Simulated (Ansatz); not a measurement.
Input:

```
CELL_PARAMETERS angstrom
      0.00000     1.90077     1.86275
      1.90077     0.00000     1.86275
      1.90077     1.90077     0.00000
ATOMIC_POSITIONS crystal
  Rh 0.00000 0.00000 0.00000
```

No spin polarisation.

Calculations: Ansatz (an electronic-structure program) r2SCAN, no SOC. Γ-centred 30×30×30 mesh, Fermi–Dirac width 0.1 eV.

### Question
Predict the band gap, stress and space group.

### Answer
* **Band gap**: zero
* **Stress (xx, yy, zz, yz, xz, xy; compression positive)**: (4.3, 4.3, 9.4, 0.0, 0.0, 0.0) GPa
* **Space group**: I4/mmm (No. 139)

The cells carry an imposed strain or load. No phonon test of stability was made. All final runs are without spin polarisation. The cell was made from Rh in the fcc (Cu type) structure (space group Fm-3m, No. 225) by this change: uniaxial strain ε_zz = −2.00 %.
